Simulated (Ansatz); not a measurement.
The reference is TiO2 in the anatase structure (space group I4_1/amd, No. 141; a = 3.770 Å, c = 9.552 Å).

Level of theory: Kohn–Sham DFT with the PBEsol functional, run in Ansatz (a program for electronic structure) with PAW and 420 eV plane waves, spin-orbit coupling left out.

Base values:

```
Quantity    Result
--------  --------
Band gap   2.11 eV
Pressure  0.00 GPa
```

The change: the cell is scaled by 0.9760 in all directions, atoms relaxed at fixed cell.

Task: Predict the new band gap and pressure.

Result: The band gap goes up by 0.058 eV to 2.16 eV; the pressure (mean of the normal stresses, compression positive) goes from zero to 17.31 GPa.

The cells carry an imposed strain or load. Whether these cells are dynamically stable was not tested. All final runs are without spin polarisation.
